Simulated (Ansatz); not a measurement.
Output of an Ansatz run (abridged):

```
WARN ansatz: RAYON_NUM_THREADS=1 ignored (pool sized by the plan → 1); use --threads N
basis.fft_grid_basis auto: the FFT boxes are laid along the combinations [[1, 0, -1], [0, 1, -1], [0, 0, 1]] of the cell's own vectors, 3.200, 3.200 and 6.771 …
Pseudopotentials: kind: paw
Pseudopotential: Mo, paw, valence charge 14
Pseudopotential: S, paw, valence charge 6
Crystal: 3 atoms, lattice volume = 57.779 Å³
Basis set: ecut = 420 eV, 1167 PW (Γ), FFT grids on a1−a3, a2−a3, a3, exchange–correlation on 48×48×96 points (8 copies of the dense FFT grid, shifted against one another)
Bands: 17, of which v1, the nominal top of the filled ones, is band 13 counted from 1 (12 counted from 0)
Symmetry: 6 space group operations
Space group: R3m (ITA 160), of the structure as read, at distance tolerance 3.9e-5 Å
k-points: 85 of 729 (time reversal used)
Initial density: superposition of atomic densities (neutral atoms: chi_scale 0, normalization atom), corrected by the library's trained network
Initial wavefunctions: pseudopotential atomic-orbital guess
Eigensolver: davidson
Functional: x = pbe(κ = 0.804, μ = 0.2195149727645171), c = pbe(β = 0.06672455060314922)
SCF iter   1: F=—  HF=-6762.761816 eV  |F-HF|=—  |Δ(HF+E_count)|=         —  Δρ=5.17e-3  dr2=4.27e-3  ethr=1.77e-3  ⟨swp⟩=6.1  Hψ=8118  notcnv=0
all-band conjugate gradients solve this SCF's bands
preconditioner: auto → none
SCF iter   2: F=—  HF=-6762.767016 eV  |F-HF|=—  |Δ(HF+E_count)|=   5.20e-3  Δρ=3.12e-3  dr2=5.16e-3  ethr=1.64e-5  ⟨swp⟩=2.7  Hψ=3307  notcnv=0
SCF iter   3: F=—  HF=-6762.768792 eV  |F-HF|=—  |Δ(HF+E_count)|=   1.78e-3  Δρ=2.77e-3  dr2=8.99e-3  ethr=1.64e-5  ⟨swp⟩=2.9  Hψ=2535  notcnv=0
SCF iter   4: F=—  HF=-6762.767828 eV  |F-HF|=—  |Δ(HF+E_count)|=   9.64e-4  Δρ=1.58e-3  dr2=4.45e-4  ethr=1.64e-5  ⟨swp⟩=2.2  Hψ=2132  notcnv=0
SCF iter   5: F=—  HF=-6762.768560 eV  |F-HF|=—  |Δ(HF+E_count)|=   7.32e-4  Δρ=1.36e-4  dr2=1.90e-5  ethr=1.71e-6  ⟨swp⟩=2.0  Hψ=2408  notcnv=0
SCF iter   6: F=—  HF=-6762.768511 eV  |F-HF|=—  |Δ(HF+E_count)|=   4.97e-5  Δρ=6.41e-5  dr2=1.33e-6  ethr=7.33e-8  ⟨swp⟩=2.0  Hψ=1977  notcnv=0
SCF iter   7: F=—  HF=-6762.768512 eV  |F-HF|=—  |Δ(HF+E_count)|=   1.39e-6  Δρ=1.98e-5  dr2=1.75e-7  ethr=5.13e-9  ⟨swp⟩=2.0  Hψ=2205  notcnv=0
SCF iter   8: F=-6762.768512 eV  HF=-6762.768512 eV  |F-HF|=1.54e-8  |Δ(HF+E_count)|=   2.75e-7  Δρ=3.87e-6  dr2=6.29e-9  ethr=3.85e-10  ⟨swp⟩=5.9  Hψ=6637  notcnv=0
SCF 1 converged in 8 iterations: F = -6762.768512 eV  dr2 = 6.29e-9
SCF converged after 8 iterations
Free energy (F): -6762.768512 eV
Harris-Foulkes:  -6762.768512 eV  (|F-HF|=1.54e-8)
Internal energy: -6762.768512 eV  (E = F + TS)
E sigma→0 (E₀):  -6762.768512 eV
Fermi energy:    10.118402 eV
--- Per-component energies (eV) ---
  E_band       = -185.882086
  E_kinetic    = 654.537366
  E_local      = -2216.973695  (includes V_loc(G=0)·N_el)
  E_nonlocal   = 199.096228
  E_hartree    = 867.463066
  E_xc         = -377.931862
  E_vxc        = -404.219809  (∫ρ·V_xc dr)
  E_paw        = -4401.454883  (= ΣΔE_a)
  E_vpaw       = -153.250519  (= ΣTr[D̂ρ^β])
  E_aug_tail   = 0.000043  (compensation charges beyond the density's cutoff)
  E_ewald      = -1487.504775
  E_smearing   = -0.000000  (= −TS)
  E_closure    = 0.000000  (closes the sum)
  Σ components = -6762.768512   (vs F -6762.768512, Δ=0.00e0)
--- Forces (eV/Å), atoms counted from 1 ---
  atom   1  Mo    -0.00000000     0.00000000    -1.44705550
  atom   2  S      0.00000000    -0.00000000     0.68352938
  atom   3  S     -0.00000000    -0.00000000     0.76352673
  max |Σ_I F_I| component: 6.17e-7 eV/Å
--- Stress (GPa, compression-positive) ---
       -0.883984       0.000000       0.000000
        0.000000      -0.883984      -0.000000
       -0.000000      -0.000000       0.327891
  P = ⅓ Tr σ = -0.4800 GPa (-4.800 kbar)
  The stress holds the Pulay correction. Without it, at fixed plane waves, as pw.x and ABINIT print it: P = -0.4964 GPa
--- Band table (eV; the first three rows and the last of 85) ---
  k-point 0: bands = ["-51.8229", "-25.9492", "-25.7608", "-25.7608", "-5.0415", "-3.5655", "3.1838", "6.3969", "6.3969", "7.5558", "7.5558", "8.1123", "8.8477", "11.6958", "11.6958", "12.1252", "12.1252"]
  k-point 1: bands = ["-51.8188", "-25.9410", "-25.8029", "-25.7704", "-4.8639", "-3.5016", "3.3907", "6.0157", "6.5618", "6.9060", "7.3052", "8.3418", "8.8663", "11.4104", "11.7812", "11.7919", "12.1453"]
  k-point 2: bands = ["-51.8085", "-25.9209", "-25.9076", "-25.7946", "-4.3817", "-3.3276", "3.8289", "5.2955", "5.9625", "6.6222", "7.1779", "8.1091", "8.5247", "10.9567", "11.4854", "12.0718", "12.6284"]
  k-point 84: bands = ["-51.8188", "-25.9410", "-25.8029", "-25.7704", "-4.7416", "-3.7014", "3.9989", "5.9699", "6.2755", "6.5534", "7.3210", "7.7209", "9.3440", "11.4823", "11.7239", "11.9011", "12.1869"]
```

The structure:

```
CELL_PARAMETERS angstrom
      1.60011     0.92382     6.51451
     -1.60011     0.92382     6.51451
      0.00000    -1.84765     6.51451
ATOMIC_POSITIONS crystal
  Mo 0.00234 0.00234 0.00234
  S  0.41294 0.41294 0.41294
  S  0.25330 0.25330 0.25330
```

Q: What input produced this log?

A: Other spellings and defaults could give the same log, and not every line can be read from it. The input that was run (DFT, PBE, plane waves, default PAW files):

Ansatz 0.2 input:
```yaml
crystal:
  lattice:
    - [1.600111, 0.923824, 6.514510]
    - [-1.600111, 0.923824, 6.514510]
    - [0.000000, -1.847648, 6.514510]
  atoms:
    - { symbol: Mo, position: [1.002338, 1.002338, 1.002338] }
    - { symbol: S, position: [0.412937, 0.412937, 0.412937] }
    - { symbol: S, position: [0.253303, 0.253303, 0.253303] }
basis:
  ecutwfc: 420.0
kpoints:
  mp_grid:
    grid: [9, 9, 9]
hamiltonian:
  xc: pbe
  pseudopotentials:
    kind: paw
scf:
  occupations:
    method: fermi_dirac
    width: 0.01
output:
  forces: true
  eigenvalues: true
  stress: true
```

The starting cell comes from a database of computed structures (which also holds hypothetical and non-ambient phases and stackings), without a prior relaxation at this level. Its lattice was rescaled by up to half a per cent. One atom was moved a little off its site on purpose. Forces in this geometry exceed 1 eV/Å. Ansatz's pressure includes its estimate of the finite-basis (Pulay) stress.

Ansatz is a program for electronic structure.
